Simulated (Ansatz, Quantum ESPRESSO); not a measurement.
One structure in several programs: HfB2 (P6/mmm, 3 atoms in the cell)

Zone-centre phonon calculation.

```
HfB2
1.0
    1.59528    -2.76310     0.00000
    1.59528     2.76310     0.00000
    0.00000     0.00000     3.53603
Hf B
1 2
Direct
  0.00000   0.00000   0.00000
  0.33333   0.66667   0.50000
  0.66667   0.33333   0.50000
```

Shared settings, as Ansatz (a first-principles code) writes them: kpoints.mp_grid.grid = 10 10 8; scf.occupations.method = gaussian; scf.occupations.width = 0.1 eV. Potentials and cutoffs stand in the table.

```tsv
code	model	highest zone-centre frequency (cm⁻¹)	cutoff
Quantum ESPRESSO	PBE, GBRV 1.5 ultrasoft (PBE) pseudopotentials	744	40 Ry
Ansatz	PBE, default PAW files	744	default
```

On Ansatz's run: spin-orbit coupling is off.

The spread over the programs that give each value: highest zone-centre frequency within 0.0 cm⁻¹.

The starting cell has typed, rounded lattice constants, without a prior relaxation at this level. Its lattice was rescaled by a random factor within 2.5 % of one.

Keys are those of Ansatz 0.2.
